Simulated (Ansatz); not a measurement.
The reference is CdS in the wurtzite structure (space group P6_3mc, No. 186; a = 4.1966 Å, c = 6.8302 Å). Axes: x lies along a and z along c of the hexagonal cell.

Method: Ansatz (a first-principles code) PBE, no spin-orbit coupling, earlier PAW set.

Base values:

- Valence-band top at Γ: 0.00, 0.00, -0.04 eV
- Width of the top valence band: 1.55 eV
- Pressure: 0.00 GPa

Perturbation: biaxial strain +0.90 %, plane normal [001], relaxed out of plane (Cartesian); in-plane vectors clamped, the third vector and the atoms free.

Task: What does the calculation give for the valence-band top at Γ after the change?

Result: The valence-band top at Γ (three highest levels, from the VBM) goes from 0.00, 0.00, -0.04 eV to 0.00, -0.01, -0.01 eV.

Task: Estimate the effect on the ratio −ε⊥/ε∥.

Result: The ratio −ε⊥/ε∥ amounts to 0.87.

Task: Predict the new width of the top valence band.

Result: The width of the top valence band shrinks by 0.03 eV to 1.52 eV.

Task: What does the calculation give for the pressure after the change?

Result: The pressure (mean of the normal stresses, compression positive) goes from zero to -0.53 GPa.

The levels and masses belong to the bands next to the band gap. Whether these cells are dynamically stable was not tested.
